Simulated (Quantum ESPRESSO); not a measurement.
Pressure against volume in hcp Hf (space group 194) (Quantum ESPRESSO, PBE)

```yaml
crystal:
  lattice:
    - [3.13328, 0.00000, 0.00000]
    - [-1.56664, 2.71350, 0.00000]
    - [0.00000, 0.00000, 4.96021]
  atoms:
    - { symbol: Hf, position: [0.66667, 0.33333, 0.75000] }
    - { symbol: Hf, position: [0.33333, 0.66667, 0.25000] }
```

Computed with PBE, PSlibrary PAW (PBE) pseudopotentials (plane waves; Quantum ESPRESSO 7.5). Settings: ecutwfc = 72 Ry; ecutrho = 432 Ry; occupations = smearing; smearing = fd; degauss = 0.0036749 Ry; potentials = {Hf: Hf.pbe-spn-kjpaw_psl.1.0.0.UPF}; K_POINTS = automatic 21 21 12 0 0 0; conv_thr = 1e-10 Ry. The cell above is the first row's. The rows scale it uniformly. In all rows fractional positions and the k mesh are held.

```
V (Å^3/atom)  P (GPa)
------------  -------
21.086              ?
21.545           4.07
22.003           1.61
22.461          -0.64
22.920          -2.70
23.378          -4.59
23.837          -6.31
24.295          -7.88
24.753          -9.32
```

Task: Fit P against V with a cubic, and predict the withheld value at V = 21.086.

Result: With u = V - 23.1, the rows have u = -1.5550, -1.0970, -0.6390, -0.1800, 0.2780, 0.7370, 1.1950, 1.6530. Least squares gives P = -3.464 - 4.1485·u + 0.4085·u² - 0.02523·u³. Residuals (row less fit): 0.000, -0.002, 0.000, 0.004, -0.004, 0.000, 0.001, -0.001; standard error 0.003 (degrees of freedom: 4). The fitted pressure is zero at V0 = 22.33, where dP/dV = -4.826, so B0 = -V0·dP/dV = 108 GPa. At the withheld row, u = -2.0140, so P = -3.464 - 4.1485 × (-2.0140) + 0.4085 × (-2.0140)² - 0.02523 × (-2.0140)³ = 6.754 GPa. The calculation gives 6.76 GPa, 0.006 GPa above the prediction (under 0.05 % of the range of P in the table). The row lies outside the fitted rows, so this is an extrapolation. From the scatter of the fitted rows alone, a prediction at this place has a standard error of 0.008 GPa, so the miss is 0.8 times that.

Carrying the step between the two nearest rows on in a straight line would have given 6.54, off by 0.22; series whose last step already gives the withheld value aren't shown. The scan was laid around a cell of about the measured size, scaled by a guess for this functional; axis ratios and inner coordinates come from that cell. The runs keep the symmetry of the cell, so they don't test it for distortions. Spin-orbit coupling is off. The shape of the cell and the inner coordinates aren't relaxed, so V0 and B0 belong to this uniform scaling; a relaxed crystal lies no higher in energy and is usually softer. Cutoffs and mesh are single choices, not tested for convergence of this quantity. Series with a scatter that would blur these digits, or in which a gap closes, are not shown.
